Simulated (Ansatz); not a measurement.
Levels about the gap of amorphous Hf$_{18}$O$_{36}$Cu (55 atoms in a cell of 710 Å³, 9.01 g/cm³; zone centre alone, so wide bands show as single levels with stretches between that a denser mesh fills), at the geometry that PBE relaxed, where it gives 3.3 GPa on a denser mesh. The participation number counts the atoms over which a state spreads; weights are charges in smoothed Voronoi cells. The levels come from a single point, so bond lengths are those of that geometry. Method of the levels: PBE, scalar-relativistic without spin-orbit coupling (Ansatz, an electronic-structure program). Sampling: the zone centre alone; Fermi-Dirac width 0.02 eV; collinear spin, started from a total moment of 1 μB (at the end a net moment of 1.0 μB). In the spin-polarised cell the level spacing at the Fermi energy can part levels of unlike spin.

It comes from a melt-quench run on a machine-learned potential (CHGNet), relaxed afterwards by DFT. O atoms were pushed apart under 1.9 Å during the dynamics, to hinder bonds among them. The hot cell started wider than the set density and was brought back towards it in steps. It is the lowest in DFT energy of 2 quenches. It is a model cell: composition and starting density were chosen by hand, and all elements were melted together. No dispersion term was used. Its density started from a set value of 9.01 and ended at 9.01 g/cm³. The quench (nominally 300 K/ps over its main leg) was far faster than any real one, so the model tends to hold more defects than a real film. One small periodic cell is one sample of the glass; other quenches scatter about these values. The volume was held where the preparation left it, at a PBE pressure of 3.3 GPa. Stress components on the final sampling reach 4.5 GPa. On a 2×2×2 Γ-centred mesh force components of up to 0.19 eV/Å stay, since the relaxation ran on the zone centre alone.

```json
[
 {"E - E(highest filled), eV": "-2.06", "filling": "filled", "spin": "up", "participation number": "1.7", "largest on": "Cu, 5 neighbours", "weight Cu": "0.76", "weight Hf": "0.03", "weight O": "0.21"},
 {"E - E(highest filled), eV": "-2.06", "filling": "filled", "spin": "dn", "participation number": "1.7", "largest on": "Cu, 5 neighbours", "weight Cu": "0.77", "weight Hf": "0.03", "weight O": "0.21"},
 {"E - E(highest filled), eV": "-1.96", "filling": "filled", "spin": "up", "participation number": "1.6", "largest on": "Cu, 5 neighbours", "weight Cu": "0.79", "weight Hf": "0.02", "weight O": "0.19"},
 {"E - E(highest filled), eV": "-1.95", "filling": "filled", "spin": "dn", "participation number": "1.6", "largest on": "Cu, 5 neighbours", "weight Cu": "0.79", "weight Hf": "0.02", "weight O": "0.19"},
 {"E - E(highest filled), eV": "-1.69", "filling": "filled", "spin": "up", "participation number": "1.9", "largest on": "Cu, 5 neighbours", "weight Cu": "0.72", "weight Hf": "0.04", "weight O": "0.25"},
 {"E - E(highest filled), eV": "-1.68", "filling": "filled", "spin": "dn", "participation number": "1.9", "largest on": "Cu, 5 neighbours", "weight Cu": "0.72", "weight Hf": "0.04", "weight O": "0.25"},
 {"E - E(highest filled), eV": "0.00", "filling": "filled", "spin": "up", "participation number": "8.3", "largest on": "Hf, 6 neighbours", "weight Cu": "0.01", "weight Hf": "0.60", "weight O": "0.39"},
 {"E - E(highest filled), eV": "0.67", "filling": "empty", "spin": "dn", "participation number": "17.3", "largest on": "Hf, 6 neighbours", "weight Cu": "0.01", "weight Hf": "0.63", "weight O": "0.37"},
 {"E - E(highest filled), eV": "0.78", "filling": "empty", "spin": "up", "participation number": "35.3", "largest on": "Hf, 6 neighbours", "weight Cu": "0.03", "weight Hf": "0.52", "weight O": "0.45"},
 {"E - E(highest filled), eV": "0.84", "filling": "empty", "spin": "dn", "participation number": "34.8", "largest on": "Hf, 6 neighbours", "weight Cu": "0.03", "weight Hf": "0.50", "weight O": "0.47"},
 {"E - E(highest filled), eV": "0.91", "filling": "empty", "spin": "up", "participation number": "17.7", "largest on": "Hf, 6 neighbours", "weight Cu": "0.01", "weight Hf": "0.59", "weight O": "0.41"},
 {"E - E(highest filled), eV": "0.93", "filling": "empty", "spin": "dn", "participation number": "22.0", "largest on": "Hf, 6 neighbours", "weight Cu": "0.02", "weight Hf": "0.56", "weight O": "0.43"},
 {"E - E(highest filled), eV": "1.12", "filling": "empty", "spin": "up", "participation number": "32.2", "largest on": "Hf, 6 neighbours", "weight Cu": "0.00", "weight Hf": "0.61", "weight O": "0.38"},
 {"E - E(highest filled), eV": "1.17", "filling": "empty", "spin": "dn", "participation number": "33.6", "largest on": "Hf, 6 neighbours", "weight Cu": "0.01", "weight Hf": "0.62", "weight O": "0.37"}
]
```

Most localised among these is the filled level at -1.95 eV, on a Cu atom, which has 5 neighbours (O 1.89 Å, O 1.95 Å, O 2.20 Å, O 2.37 Å, Hf 2.88 Å).
